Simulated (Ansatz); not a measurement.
Inside the gap of an insulator the Bloch states are evanescent, with a wavenumber k + iκ along the transport direction.

```
CELL_PARAMETERS angstrom
      5.15399     0.00000     0.00000
      0.00000     5.22811     0.00000
      0.87387     0.00000     5.25757
ATOMIC_POSITIONS crystal
  Zr 0.27631 0.04215 0.79040
  Zr 0.72369 0.95785 0.20960
  Zr 0.72369 0.54215 0.70960
  Zr 0.27631 0.45785 0.29040
  O  0.93079 0.83371 0.84383
  O  0.06921 0.16629 0.15617
  O  0.06921 0.33371 0.65617
  O  0.93079 0.66629 0.34383
  O  0.44930 0.74258 0.02140
  O  0.55070 0.25742 0.97860
  O  0.55070 0.24258 0.47860
  O  0.44930 0.75742 0.52140
```

The cell is taken as given.

Transport runs along the normal of the first two printed cell vectors.

The gap is the functional's own. No spin-orbit coupling. Mid-gap values are those at the computed energy nearest the middle.

Q: Compute, with Ansatz (an electronic-structure program) with r2SCAN, the band gap and the smallest decay constant κ at mid-gap.

A: Gap 4.14 eV on a 6×6×6 mesh; κ = 0.466 1/Å, at the zone centre.
